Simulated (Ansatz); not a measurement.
The starting structures come from a database of crystals and need not be the phases stable at ambient conditions.

Tunnelling through a barrier is set by its complex band structure: the current falls as exp(−2κd) with the smallest κ.

Given:

```
CELL_PARAMETERS angstrom
      6.07435     0.00000     0.00000
      0.00000     8.59043     0.00000
      0.00000     4.29521     4.29521
ATOMIC_POSITIONS crystal
  Sb 0.62215 0.62215 0.75570
  Sb 0.12215 0.87785 0.74430
  Sb 0.37785 0.12215 0.00000
  Sb 0.87785 0.37785 0.50000
  Ir 0.51175 0.01175 0.50000
  Ir 0.01175 0.48825 0.00000
  Ir 0.48825 0.51175 0.47650
  Ir 0.98825 0.98825 0.02350
  S  0.11656 0.61656 0.50000
  S  0.61656 0.88344 0.00000
  S  0.88344 0.11656 0.26688
  S  0.38344 0.38344 0.23312
```

The cell is taken as given; by PBEsol it stands under a pressure of -3.3 GPa.

Transport runs along the normal of the first two printed cell vectors, the (110) plane of the conventional cell.

No gap correction and no spin-orbit coupling; mid-gap is the computed energy nearest the middle.

### Question
Estimate the band gap and the smallest decay constant κ at mid-gap that Ansatz (a first-principles code) with PBEsol returns for this system.

### Answer
Gap 1.43 eV on a 8×8×8 mesh; κ = 0.200 1/Å, at (0.000, 0.250) of the in-plane reciprocal vectors. At the zone centre the slowest state has κ = 0.20 1/Å.
